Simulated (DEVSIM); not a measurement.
Device: abrupt Si n-p junction, at 400 K.

```csv
layer (left to right),material,thickness (μm),Nd (cm⁻³),Na (cm⁻³),τn (s),τp (s)
1,Si,1.10,3.9e17,-,1.4e-6,1.4e-6
2,Si,240,-,2.3e15,1.4e-6,1.4e-6
```

Left contact: ohmic. Right contact: ohmic. Voltage is applied to the left contact. Recombination: SRH at mid-gap. Mobility is constant in doping.

The device is made up for the run: typed textbook-type constants, with dimensions and the other settings drawn at random. Values at 300 K; Nc and Nv go as T^1.5, mobilities as T to minus their exponent, the gap by Varshni's rule with the affinity fixed.

| parameter | Si |
|---|---|
| gap (eV) | 1.124 |
| affinity (eV) | 4.05 |
| permittivity | 11.7 |
| Nc (cm⁻³) | 2.86e19 |
| Nv (cm⁻³) | 3.1e19 |
| μn (cm²/Vs) | 1417 |
| μp (cm²/Vs) | 470 |
| T exponent of μn | 2.3 |
| T exponent of μp | 2.2 |
| Varshni α (eV/K) | 0.000473 |
| Varshni β (K) | 636 |

Simulated with DEVSIM: 1D drift-diffusion, Boltzmann statistics, complete ionisation; no tunnelling, impact ionisation, image-force lowering or self-heating.

The temperature was swept, all else fixed.

| temperature (K) | largest field in the device at zero bias (V/cm) | dark forward voltage at 1 A/cm² (V) | potential step across the device at zero bias (V) |
|---|---|---|---|
| 250 | 37000 | 0.774 | 0.851 |
| 300 | 39000 | 0.694 | 0.767 |
| 350 | 40000 | 0.620 | 0.680 |
| 400 | 42000 | 0.549 | 0.591 |
| 450 | 44000 | 0.484 | 0.499 |
| 500 | 45000 | 0.411 | 0.405 |

From the first row to the last the largest field in the device at zero bias goes from 37000 to 45000. From the first row to the last the dark forward voltage at 1 A/cm² goes from 0.774 to 0.411.
